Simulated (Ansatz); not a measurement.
**AlN: strain tensor (xx, yy, zz, yz, xz, xy) = (+0.02, −3.68, −0.79, −0.69, +0.67, +1.06) %**

The parent structure is AlN in the wurtzite structure (space group P6_3mc, No. 186; a = 3.1067 Å, c = 4.9785 Å). Axes: x lies along a and z along c of the hexagonal cell.

The change: strain tensor (xx, yy, zz, yz, xz, xy) = (+0.02, −3.68, −0.79, −0.69, +0.67, +1.06) %, atoms relaxed at fixed cell.

Method: DFT with r2SCAN, PAW potentials and a 500 eV plane-wave cutoff in Ansatz (an electronic-structure program), spin-orbit coupling left out. Γ-centred 12×12×7 mesh, Fermi–Dirac width 0.05 eV.

```json
[
 {"quantity": "space group", "base": "P6_3mc (No. 186)", "changed": "P1 (No. 1)", "shift": "–"},
 {"quantity": "shortest interatomic distance", "base": "3.568 bohr", "changed": "3.496 bohr", "shift": "-0.072 bohr"},
 {"quantity": "energy relative to the base (free energy F)", "base": "0 meV/atom", "changed": "+25 meV/atom", "shift": "+25 meV/atom"},
 {"quantity": "pressure (mean of the normal stresses, compression positive)", "base": "0.01 GPa", "changed": "10.46 GPa", "shift": "+10.456 GPa"},
 {"quantity": "band gap", "base": "4.88 eV", "changed": "5.27 eV", "shift": "+0.39 eV"},
 {"quantity": "gap character", "base": "direct at Γ", "changed": "direct at Γ", "shift": "–"},
 {"quantity": "valence-band top at Γ (three highest levels, from the VBM)", "base": "0.00, -0.22, -0.22 eV", "changed": "0.00, -0.10, -0.35 eV", "shift": "–"},
 {"quantity": "largest internal atomic displacement", "base": "–", "changed": "0.025 Å", "shift": "–"},
 {"quantity": "stress (xx, yy, zz, yz, xz, xy; compression positive)", "base": "–", "changed": "(6.99, 16.86, 7.54, 1.50, -1.70, -3.27) GPa", "shift": "–"}
]
```

Cost of the whole job for the changed cell (relaxation, final SCF and bands): very roughly 4 core-minutes.

No phonon test of stability was made. Labels are those of the standard path for the cell's own space group.
